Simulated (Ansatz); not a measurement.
Start from Cs2BrCl6F (space group Fm-3m, No. 225; a = 10.137 Å; a cell from a computed database, its experimental status unchecked).

All numbers come from PBEsol/PAW in Ansatz (an electronic-structure program), no spin-orbit coupling.

Before the change:

The band gap is 0.95 eV and the electron mass is 0.24 mₑ along k, 0.28 mₑ across (at L). The volume per atom is 26.04 Å³.

Modification: a negative pressure, −2 GPa.

What happens to the band gap?

The band gap grows by 0.04 eV to 0.99 eV.

Predict the new electron mass.

The electron mass becomes 0.38 mₑ along k, 0.41 mₑ across (at L) (base: 0.24 mₑ along k, 0.28 mₑ across (at L)).

What happens to the volume per atom?

The volume per atom increases by 3.91 Å³ to 29.95 Å³.

Load acts through the strain it causes; cell and atoms are relaxed under it. Effective masses come from finite differences of ±0.01 Å⁻¹. Along k means along the line from Γ to the band edge. Whether these cells are dynamically stable was not tested.
